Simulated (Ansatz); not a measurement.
WS2: response to strain

The parent structure is WS2 (space group P6_3/mmc, No. 194; a = 3.154 Å, c = 12.141 Å; layered, stacked along the Cartesian z axis).

Strains are applied to the cell and any free atomic positions relax.

All numbers come from Ansatz (a program for electronic structure) PBE-D3(BJ), no spin-orbit coupling.

Candidates:
(a) isotropic strain −0.60 %
(b) isotropic strain −2.40 %
(c) isotropic strain −3.00 %
(d) isotropic strain −1.80 %

For the base:

The band gap is 0.88 eV.

Problem. Order them by band gap, highest first.

Solution. (a) isotropic strain −0.60 % (0.85 eV), (d) isotropic strain −1.80 % (0.77 eV), (b) isotropic strain −2.40 % (0.72 eV), (c) isotropic strain −3.00 % (0.66 eV)

Spin-orbit coupling, missing from the scalar runs, can matter with W. Whether these cells are dynamically stable was not tested.
